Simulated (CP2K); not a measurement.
Band structure of Os (P6_3/mmc, 2 atoms in the cell).

```
Os
1.0
    2.73000     0.00000     0.00000
   -1.36500     2.36425     0.00000
    0.00000     0.00000     4.32000
Os
2
Cartesian
  0.00000   1.57617   1.08000
  1.36500   0.78808   3.24000
```

Method: CP2K with PBE, GPW, DZVP-MOLOPT-SR-GTH basis, GTH-PBE potentials (GTH_POTENTIALS).

Settings: CUTOFF = 500 Ry; REL_CUTOFF = 50 Ry; SMEAR/METHOD = GAUSSIAN; SIGMA = 0.136 eV; KPOINTS/SCHEME = MONKHORST-PACK 11 11 6; GAMMA_CENTERED = T; XC_FUNCTIONAL = PBE; Os/BASIS_SET = DZVP-MOLOPT-SR-GTH-q16; Os/POTENTIAL = GTH-PBE-q16; METHOD = GPW; EPS_DEFAULT = 1e-10; EXTRAPOLATION = USE_GUESS; NGRIDS = 5; SCF_GUESS = ATOMIC.

The starting cell has typed, rounded lattice constants, without a prior relaxation at this level. Spin-orbit coupling is off. Spin polarisation is off. Values carry the incompleteness of an atom-centred basis.

Levels in eV from the Fermi level, bands 13 to 18:
```
point     13     14     15     16     17     18
-----  -----  -----  -----  -----  -----  -----
Γ      -2.78  -2.16  -2.16  -1.50  -1.50  -0.03
M      -2.93  -2.57  -1.84   2.15   2.71   2.81
K      -3.43  -3.43  -1.30   1.55   1.55   2.16
A      -3.19  -3.19  -3.19  -3.19   0.98   0.98
L      -1.16  -1.16  -0.18  -0.18   2.49   2.49
H      -3.44  -3.44  -1.33  -1.33   1.70   1.70
```

Bands cross the Fermi level along this path, so the cell is metallic at this level.

Higher empty bands are left out: an atom-centred basis made for the valence describes them poorly.
